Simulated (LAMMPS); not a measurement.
Molecular dynamics of Si (diamond structure), a cell 114 Å long along the (001) normal (4200 atoms) with 66 % of it melted and the whole then held at 1180 K and zero normal pressure.

All values are model results, not measurements: classical MD, pair style edip, file Si.edip (LAMMPS).

```
Quantity                                                            Value
---------------------------------  --------------------------------------
interface speed (growth positive)                         1.70 ± 0.07 m/s
direction                                               the crystal grows
cost                               about 40 core-minutes (a rough figure)
```

Potential: file Si.edip of the LAMMPS distribution; its header cites Justo, Bazant, Kaxiras, Bulatov and Yip, Phys Rev B, 58, 2539 (1998).

Errors shown are sampling errors alone.

| t (ps) | crystalline share |
|---|---|
| 0.000 | 0.339 |
| 15.00 | 0.354 |
| 30.00 | 0.361 |
| 45.00 | 0.365 |
| 60.00 | 0.363 |
| 75.00 | 0.368 |
| 90.00 | 0.371 |
| 105.0 | 0.381 |
| 120.0 | 0.382 |
| 135.0 | 0.385 |
| 150.0 | 0.388 |
| 165.0 | 0.397 |
| 180.0 | 0.402 |
| 195.0 | 0.404 |
| 210.0 | 0.413 |
| 225.0 | 0.425 |
| 240.0 | 0.426 |
| 255.0 | 0.437 |
| 270.0 | 0.440 |
| 285.0 | 0.453 |
| 300.0 | 0.451 |
| 315.0 | 0.450 |
| 330.0 | 0.456 |
| 345.0 | 0.458 |
| 360.0 | 0.468 |
| 375.0 | 0.462 |
| 390.0 | 0.468 |
| 405.0 | 0.474 |
| 420.0 | 0.480 |
| 435.0 | 0.480 |
| 450.0 | 0.482 |
| 465.0 | 0.488 |
| 480.0 | 0.491 |
| 495.0 | 0.496 |
| 510.0 | 0.499 |
| 525.0 | 0.503 |
| 540.0 | 0.513 |
| 555.0 | 0.516 |
| 570.0 | 0.513 |
| 585.0 | 0.511 |
| 600.0 | 0.520 |
